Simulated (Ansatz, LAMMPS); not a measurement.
Si well of 8 atomic layers along [001] in random Si0.7Ge0.3, interfaces graded over 4 layers

Cell 16.67 × 16.67 × 44.19 Å, Si441Ge135, 576 atoms. Prepared with Tersoff's 1989 multicomponent potential (SiCGe.tersoff) in LAMMPS: minimisation. 

Calculation: PBE, support functions at accuracy medium on the grid of 370 eV (norm-conserving potentials; Ansatz, a quantum-chemistry and plane-wave program).

Basis: localised support functions (accuracy medium) on a full density matrix. k-points: zone centre alone; occupations: Fermi-Dirac, 0.010 eV; spin polarisation not allowed. Scalar-relativistic, no spin-orbit coupling.

Kohn-Sham gap of the cell on its k-mesh: 0.45 eV
weight of the highest filled level on the well: 0.22
weight of the lowest empty level on the well: 0.78
coordination (neighbours within 2.853 Å): 100.0 % 4-fold
Ge-Ge bonds, mean ± spread: 2.471 ± 0.008 Å
Ge-Si bonds, mean ± spread: 2.425 ± 0.007 Å
Si-Si bonds, mean ± spread: 2.381 ± 0.007 Å
bond angles, mean ± spread: 109.5° ± 1.1°
pressure: -0.73 GPa
cost of the final run: around 30 core-minutes (rough), 15 SCF iterations, 12 GiB
